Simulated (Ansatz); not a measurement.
Start from TiO$_{2}$ in the rutile structure (space group P4_2/mnm, No. 136).

```yaml
crystal:
  lattice:
    - [4.64344, 0.00000, 0.00000]
    - [0.00000, 4.64344, 0.00000]
    - [0.00000, 0.00000, 2.96380]
  atoms:
    - { symbol: Ti, position: [0.00000, 0.00000, 0.00000] }
    - { symbol: Ti, position: [0.50000, 0.50000, 0.50000] }
    - { symbol: O, position: [0.30513, 0.30513, 0.00000] }
    - { symbol: O, position: [0.80513, 0.19487, 0.50000] }
    - { symbol: O, position: [0.19487, 0.80513, 0.50000] }
    - { symbol: O, position: [0.69487, 0.69487, 0.00000] }
```

Cartesian axes are those of the cell as printed.

Method: PBE (Ansatz, an electronic-structure program; PAW; 420 eV plane waves; without spin-orbit coupling).

Modification: uniaxial strain ε_zz = −1.20 %, all other strain components held at zero; the atoms relax in the strained cell.

Question: Predict the stress tensor and what it implies for the stiffness.

Answer: Stress of the strained cell less that of the base (GPa, compression positive):
```
   1.82    0.00    0.00
   0.00    1.82    0.00
   0.00    0.00    5.90
```

Then −Δσ_ii/ε with ε = -0.0120 gives relaxed-ion elastic constants: C33 ≈ 491 GPa, C13 ≈ 152 GPa and C23 ≈ 152 GPa.

No phonon test of stability was made. All final runs are without spin polarisation.
